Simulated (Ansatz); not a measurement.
Results of LDA (Ansatz, an electronic-structure program, PAW) for cubic perovskite KMgF3.

Settings: plane-wave cutoff 520 eV, 8×8×8 k mesh, perturbation theory, force constants from a 4×4×4 q mesh, scalar-relativistic PAW data made under PBE.

Computed at the level's own relaxed cell. Harmonic vibrational thermodynamics at fixed volume:

| T (K) | S_vib (J/K per mol of atoms) | C_V (J/K per mol of atoms) | F_vib (eV/atom) |
|---|---|---|---|
| 100 | 5.97 | 10.55 | 0.0482 |
| 200 | 15.99 | 18.12 | 0.0367 |
| 300 | 24.02 | 21.27 | 0.0158 |
| 500 | 35.52 | 23.45 | -0.0467 |
| 700 | 43.54 | 24.16 | -0.1291 |
| 900 | 49.65 | 24.46 | -0.2259 |
| 1000 | 52.23 | 24.55 | -0.2787 |

The crystal is taken as a harmonic solid at every temperature: melting, phase changes and thermal expansion are not seen.
